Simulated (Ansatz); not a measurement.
System: CsCl-type CuZn. Method: PBE-D4 (Ansatz, a program for electronic structure, plane waves, PAW).

Input file:

Ansatz 0.2 input:
```yaml
crystal:
  lattice:
    - [2.9211955706, 0.0, 0.0]
    - [0.0, 2.9211955706, 0.0]
    - [0.0, 0.0, 2.9211955706]
  atoms:
    - { symbol: Zn, position: [0.5, 0.5, 0.5] }
    - { symbol: Cu, position: [0.0, 0.0, 0.0] }
basis:
  ecutwfc: 520
  ecutrho_ratio: 4
  xc_grid: 2
kpoints:
  mp_grid: { grid: [18, 18, 18] }
hamiltonian:
  xc: pbe
  dispersion: d4
  pseudopotentials: { kind: paw }
scf:
  occupations: { method: fermi_dirac, width: 0.05 }
  convergence: { dr2_threshold: 0.0000000002 }
output:
  forces: true
  stress: true
  eigenvalues: true
```

From the output:

```
Crystal: 2 atoms, lattice volume = 24.928 Å³
Basis set: ecut = 520 eV, 691 PW (Γ), exchange–correlation on 48×48×48 points (8 copies of the dense FFT grid, shifted against one another)
Bands: 20, of which v1, the nominal top of the filled ones, is band 16 counted from 1 (15 counted from 0)
Symmetry: 48 space group operations
Space group: Pm-3m (ITA 221), of the structure as read, at distance tolerance 2.9e-5 Å
k-points: 220 of 5832
Functional: x = pbe(κ = 0.804, μ = 0.2195149727645171), c = pbe(β = 0.06672455060314922)
SCF iter   1: F=—  HF=-9945.291071 eV  |F-HF|=—  |Δ(HF+E_count)|=         —  Δρ=2.41e-3  dr2=9.53e-4
SCF iter   2: F=—  HF=-9945.291508 eV  |F-HF|=—  |Δ(HF+E_count)|=   4.36e-4  Δρ=1.48e-3  dr2=3.84e-4
  ...
SCF iter   8: F=—  HF=-9945.291439 eV  |F-HF|=—  |Δ(HF+E_count)|=  7.46e-11  Δρ=1.30e-6  dr2=3.17e-10
SCF iter   9: F=-9945.291439 eV  HF=-9945.291439 eV  |F-HF|=1.09e-11  |Δ(HF+E_count)|=  4.00e-11  Δρ=2.55e-7  dr2=1.62e-11
SCF 1 converged in 9 iterations: F = -9945.291439 eV  dr2 = 1.62e-11
SCF converged after 9 iterations
Free energy (F): -9945.291439 eV
Internal energy: -9945.287501 eV  (E = F + TS)
E sigma→0 (E₀):  -9945.289470 eV
Fermi energy:    14.983008 eV
--- Forces (eV/Å), atoms counted from 1 ---
  atom   1  Zn     0.00000000     0.00000000     0.00000000
  atom   2  Cu    -0.00000000     0.00000000     0.00000000
--- Stress (GPa, compression-positive) ---
       -0.000379       0.000000       0.000000
        0.000000      -0.000379       0.000000
       -0.000000       0.000000      -0.000379
  P = ⅓ Tr σ = -0.0004 GPa (-0.004 kbar)
```
